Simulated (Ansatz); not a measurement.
The starting structures come from a database of crystals and need not be the phases stable at ambient conditions.

```xyz
4
Lattice="4.9921 0.0000 0.0000 0.0000 6.5659 0.0151 0.0000 -1.4612 4.1145" Properties=species:S:1:pos:R:3 pbc="T T T"
Tl     1.2480     0.5807     2.5229
Tl     3.7441     4.5241     1.6067
Br     3.7441     1.5681     0.5569
Br     1.2480     3.5366     3.5727
```

Space group of this cell: Cmcm. The cell was relaxed by PBE-D3(BJ); by PBEsol its mean pressure is -1.0 GPa.

Transport runs along the normal of the first two printed cell vectors.

The gap is the functional's own. No spin-orbit coupling. Mid-gap values are interpolated on the energy grid.

Task: Predict the band gap and the smallest decay constant κ at mid-gap from PBEsol run with Ansatz (a quantum-chemistry and plane-wave program).

Result: Gap 2.16 eV on a 6×8×8 mesh; κ = 0.229 1/Å, at (0.000, 0.167) of the in-plane reciprocal vectors. At the zone centre, at the nearest computed energy, the slowest state has κ = 0.30 1/Å.
